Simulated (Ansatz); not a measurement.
Li₃SeBr (model structure, started from the Li3OCl type, Pm-3m, No. 221, 5 atoms in the cell) was calculated with G0W0@PBEsol (Ansatz, a first-principles code, hard PAW, contour deformation, complete-basis limit).

Settings: largest k mesh 6×6×6 (not extrapolated in the mesh).

Cell (relaxed with PBEsol):

Li3BrSe has the cubic space group Pm-3m (No. 221), the anti-perovskite structure, Pearson symbol cP5. Lattice parameters: a = b = c = 4.785 Å, α = β = γ = 90.00°. Li on 3c sees 2 Se at 2.393 Å (linear). Br on 1a is surrounded by no neighbour by this rule. Se on 1b sees 6 Li at 2.393 Å (octahedral). (Neighbours: up to the widest gap in distance over summed covalent radii, below 1.35, at either atom; cation-cation and far metal-metal contacts left out.)

Task: Give the computed band gap.

Result: 
- band gap = 5.25 eV (indirect)

Note: the relaxation could raise the start's symmetry but not lower it, so the cell can be a saddle point; the gap holds a correction of +0.20 eV to the complete basis.

Spin–orbit coupling is not included.

The result took very roughly 70 core-minutes.

A model structure was made by putting elements into a prototype or built by hand; it is no filed structure, need not be a known phase, and can be a saddle point held by its symmetry.
